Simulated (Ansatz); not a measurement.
**VCo₃ (Pm-3m): band-structure transport figures**

Given:

```
Co3V
1.0
    3.46611     0.00000     0.00000
    0.00000     3.46611     0.00000
    0.00000     0.00000     3.46611
V Co
1 3
Direct
  0.00000   0.00000   0.00000
  0.50000   0.50000   0.00000
  0.00000   0.50000   0.50000
  0.50000   0.00000   0.50000
```

Computed with PBEsol, rigid bands (plane waves, PAW, scalar-relativistic; Ansatz, a first-principles code). Geometry: cell and atoms relaxed with PBEsol.

The density of states at the Fermi level is 2.98 states/(eV·cell), both spins, the bare Sommerfeld coefficient is 1.76 mJ/(mol of atoms·K²) and the drude plasma energy is 4.5 eV. The root-mean-square Fermi velocity comes out as 3.3e5 m/s and the resistivity times τ is 25 ×10⁻²² Ω·m·s.

A metal at this level (no band gap); rigid bands, thermally averaged at 300 K, both spins. Spin-orbit coupling is left out. τ is one relaxation time for all states.

Computed structure, not matched to a measured one here, so possibly hypothetical: VCo3 (Pm-3m). Treated as nonmagnetic (a ferromagnetic start lost its moment, other orders weren't tried): VCo3 (Pm-3m).
